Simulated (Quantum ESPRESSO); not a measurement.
Quantum ESPRESSO 7.5, DFT, PBE, plane waves, PseudoDojo 0.5 standard norm-conserving PBE (local tails restored to the Coulomb form): fcc Ni, atoms displaced, 4 atoms, spin-polarised from a ferromagnetic start (nspin = 2, starting_magnetization 0.1 on Ni). Basis and mesh were picked for this test and aren't claimed converged.

```json
{
  "cell": "3.52, 3.52, 3.52 Å; 90, 90, 90°",
  "distance_to_the_nearest_atom": "2.44 to 2.45 Å",
  "task": "scf",
  "k mesh": "4×4×4",
  "ecutwfc": "98 Ry",
  "ecutrho": "392 Ry",
  "occupations": "smearing",
  "smearing": "mv",
  "degauss": "0.02 Ry",
  "conv_thr": "4e-09 Ry",
  "tprnfor": "true",
  "tstress": "false",
  "k-point pools (-nk)": "24",
  "diagonalization": "david (default)",
  "mixing_mode": "plain (default)",
  "mixing_beta": "0.7 (default)",
  "mixing_ndim": "8 (default)",
  "k-points computed (for each spin)": "36",
  "bands": "43",
  "electrons": "72",
  "G-vectors of the density": "38641",
  "FFT grid": "45×45×45"
}
```

Hardware: AMD EPYC (Zen 5), 96 cores on 1 socket, no SMT, 12 L3 cache groups.

Each time is the median wall time of two to five repeats, run one at a time on the otherwise empty machine; start-up is included. Unless noted, each process is bound to its own block of adjacent cores. The times hold for this build (conda-forge: Open MPI 5.0, OpenMP, OpenBLAS 0.3.34 (pthreads), FFTW, ScaLAPACK, ELPA). Scratch files lie in a memory file system.

Started as
```bash
OMP_NUM_THREADS=1 mpirun -np 96 pw.x -nk 24 -in pw.in
```
(96 ranks, nbnd = 43 (default)) it takes 5.2 s and 13 SCF iterations.

### Question
What happens to the run time with nbnd = 67?

### Answer
About 6.5 s (2 runs within 1 %): 1.3× as long. The largest move is in FFTs of H·ψ (vloc_psi): 1.3 s to 1.9 s. SCF iterations go from 13 to 12. Change in the result: energy equal as printed, forces (largest component) 0.29 meV/Å, absolute magnetization equal as printed.
